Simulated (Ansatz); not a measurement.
Where the default PAW files enter, the runs use the earlier of Ansatz's two default sets.

Crystal: LiBr (Fm-3m, rock salt, 2 atoms a cell, 20.2 Å³ an atom); planes in its conventional cell.

All values below come from PBEsol (plane waves, PAW; Ansatz, a quantum-chemistry and plane-wave program).

The gap is the functional's own, uncorrected, and κ follows it; spin-orbit coupling is left out. Mid-gap values are interpolated between the computed energies.

```json
[
 {"plane": "(111)", "area of the cell (Å²)": "12.8", "mid-gap κ (1/Å)": "0.31", "largest κ in the gap (1/Å)": "0.31"},
 {"plane": "(110)", "area of the cell (Å²)": "21.0", "mid-gap κ (1/Å)": "0.31", "largest κ in the gap (1/Å)": "0.31"},
 {"plane": "(001)", "area of the cell (Å²)": "14.8", "mid-gap κ (1/Å)": "?", "largest κ in the gap (1/Å)": "?"}
]
```

The slowest decay depends on the direction. Supply the withheld values.


- (001), mid-gap κ (1/Å): 0.36
- (001), largest κ in the gap (1/Å): 0.36
